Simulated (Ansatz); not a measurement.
SrScO2F (model structure, started from the SrVO2H type, P4/mmm, No. 123, 5 atoms in the cell) was calculated with PBEsol (PAW; Ansatz, a program for electronic structure).

Input:

Ansatz 0.2 input:
```yaml
crystal:
  lattice:
    - [4.0922740396, 0.0, 0.0]
    - [0.0, 4.0922740396, 0.0]
    - [0.0, 0.0, 4.0258166287]
  atoms:
    - { symbol: Sr, position: [0.5, 0.5, 0.5] }
    - { symbol: Sc, position: [0.0, 0.0, 0.0] }
    - { symbol: O, position: [0.5, 0.0, 0.0] }
    - { symbol: O, position: [0.0, 0.5, 0.0] }
    - { symbol: F, position: [0.0, 0.0, 0.5] }
basis:
  ecutwfc: 520
  ecutrho_ratio: 4
  xc_grid: 2
kpoints:
  mp_grid: { grid: [8, 8, 8] }
  band_path:
    path:
      - [0.0, 0.0, 0.0]
      - [0.0, 0.071429, 0.0]
      - [0.0, 0.142857, 0.0]
      - [0.0, 0.214286, 0.0]
      - [0.0, 0.285714, 0.0]
      - [0.0, 0.357143, 0.0]
      - [0.0, 0.428571, 0.0]
      - [0.0, 0.5, 0.0]
      - [0.071429, 0.5, 0.0]
      - [0.142857, 0.5, 0.0]
      - [0.214286, 0.5, 0.0]
      - [0.285714, 0.5, 0.0]
      - [0.357143, 0.5, 0.0]
      - [0.428571, 0.5, 0.0]
      - [0.5, 0.5, 0.0]
      - [0.454545, 0.454545, 0.0]
      - [0.409091, 0.409091, 0.0]
      - [0.363636, 0.363636, 0.0]
      - [0.318182, 0.318182, 0.0]
      - [0.272727, 0.272727, 0.0]
      - [0.227273, 0.227273, 0.0]
      - [0.181818, 0.181818, 0.0]
      - [0.136364, 0.136364, 0.0]
      - [0.090909, 0.090909, 0.0]
      - [0.045455, 0.045455, 0.0]
      - [0.0, 0.0, 0.071429]
      - [0.0, 0.0, 0.142857]
      - [0.0, 0.0, 0.214286]
      - [0.0, 0.0, 0.285714]
      - [0.0, 0.0, 0.357143]
      - [0.0, 0.0, 0.428571]
      - [0.0, 0.0, 0.5]
      - [0.0, 0.071429, 0.5]
      - [0.0, 0.142857, 0.5]
      - [0.0, 0.214286, 0.5]
      - [0.0, 0.285714, 0.5]
      - [0.0, 0.357143, 0.5]
      - [0.0, 0.428571, 0.5]
      - [0.0, 0.5, 0.5]
      - [0.071429, 0.5, 0.5]
      - [0.142857, 0.5, 0.5]
      - [0.214286, 0.5, 0.5]
      - [0.285714, 0.5, 0.5]
      - [0.357143, 0.5, 0.5]
      - [0.428571, 0.5, 0.5]
      - [0.5, 0.5, 0.5]
      - [0.454545, 0.454545, 0.5]
      - [0.409091, 0.409091, 0.5]
      - [0.363636, 0.363636, 0.5]
      - [0.318182, 0.318182, 0.5]
      - [0.272727, 0.272727, 0.5]
      - [0.227273, 0.227273, 0.5]
      - [0.181818, 0.181818, 0.5]
      - [0.136364, 0.136364, 0.5]
      - [0.090909, 0.090909, 0.5]
      - [0.045455, 0.045455, 0.5]
      - [0.0, 0.5, 0.071429]
      - [0.0, 0.5, 0.142857]
      - [0.0, 0.5, 0.214286]
      - [0.0, 0.5, 0.285714]
      - [0.0, 0.5, 0.357143]
      - [0.0, 0.5, 0.428571]
      - [0.5, 0.5, 0.071429]
      - [0.5, 0.5, 0.142857]
      - [0.5, 0.5, 0.214286]
      - [0.5, 0.5, 0.285714]
      - [0.5, 0.5, 0.357143]
      - [0.5, 0.5, 0.428571]
    npoints: 1
hamiltonian:
  xc: pbesol
  dispersion: none
  pseudopotentials: { kind: paw }
scf:
  occupations: { method: fermi_dirac, width: 0.01 }
  convergence: { dr2_threshold: 0.0000000005 }
output:
  forces: true
  stress: true
  eigenvalues: true
  write_bands: true
```

Output (set-up and result lines):

```
Crystal: 5 atoms, lattice volume = 67.419 Å³
Basis set: ecut = 520 eV, 1831 PW (Γ), exchange–correlation on 64×64×60 points (8 copies of the dense FFT grid, shifted against one another)
Bands: 25, of which v1, the nominal top of the filled ones, is band 20 counted from 1 (19 counted from 0)
Symmetry: 16 space group operations
Space group: P4/mmm (ITA 123), of the structure as read, at distance tolerance 4.1e-5 Å
k-points: 75 of 512
Functional: x = pbesol(κ = 0.804, μ = 0.12345679012345678), c = pbesol(β = 0.046)
SCF iter   1: F=—  HF=-7534.932450 eV  |F-HF|=—  |Δ(HF+E_count)|=         —  Δρ=1.30e-2  dr2=8.74e-2
SCF iter   2: F=—  HF=-7534.912079 eV  |F-HF|=—  |Δ(HF+E_count)|=   2.04e-2  Δρ=3.77e-3  dr2=6.55e-3
  ...
SCF iter   8: F=—  HF=-7534.910664 eV  |F-HF|=—  |Δ(HF+E_count)|=   2.90e-8  Δρ=1.89e-6  dr2=2.78e-9
SCF iter   9: F=-7534.910664 eV  HF=-7534.910664 eV  |F-HF|=1.46e-11  |Δ(HF+E_count)|=   1.29e-9  Δρ=2.81e-7  dr2=6.11e-11
SCF 1 converged in 9 iterations: F = -7534.910664 eV  dr2 = 6.11e-11
SCF converged after 9 iterations
Free energy (F): -7534.910664 eV
Internal energy: -7534.910664 eV  (E = F + TS)
E sigma→0 (E₀):  -7534.910664 eV
Fermi energy:    10.580880 eV
--- Forces (eV/Å), atoms counted from 1 ---
  atom   1  Sr     0.00000000     0.00000000     0.00000000
  atom   2  Sc    -0.00000000     0.00000000     0.00000000
  atom   3  O      0.00000000     0.00000000     0.00000000
  atom   4  O      0.00000000    -0.00000000     0.00000000
  atom   5  F     -0.00000000    -0.00000000     0.00000000
--- Stress (GPa, compression-positive) ---
       -0.000035       0.000000       0.000000
        0.000000      -0.000035       0.000000
        0.000000       0.000000       0.000907
  P = ⅓ Tr σ = 0.0003 GPa (0.003 kbar)
```

The PAW data were made under PBE.

Note: the relaxation could raise the start's symmetry but not lower it, so the cell can be a saddle point.

A model structure was made by putting elements into a prototype or built by hand; it is no filed structure, need not be a known phase, and can be a saddle point held by its symmetry.
